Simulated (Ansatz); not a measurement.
# ZnSnAs2 in the chalcopyrite structure (space group I-42d, No. 122)

```xyz
8
Lattice="-2.9197 2.9197 5.8687 2.9197 -2.9197 5.8687 2.9197 2.9197 -5.8687" Properties=species:S:1:pos:R:3 pbc="T T T"
Sn     0.0000     0.0000     5.8687
Sn     2.9197     0.0000     2.9344
As     1.3093     1.4599     1.4672
As    -1.4599     1.6105     4.4015
As     1.6105     1.4599     7.3359
As     4.3796     1.3093    -1.4672
Zn     0.0000     0.0000     0.0000
Zn     0.0000     2.9197     2.9344
```

Method: PBEsol in Ansatz (plane waves to 420 eV, PAW, spin-orbit coupling left out). k-mesh 8×8×8 (Γ-centred); smearing 0.05 eV (Fermi–Dirac).

The volume per atom is 25.02 Å³ and the density is 5.54 g/cm³. The band gap is zero and the total energy is -4714.328 eV/atom (σ→0; compares only within this code and set-up).

Stability against distortions was not tested. The final runs are not spin-polarised. The zero or small gap of ZnSnAs2 can change with the level of theory.

Ansatz is a first-principles code.
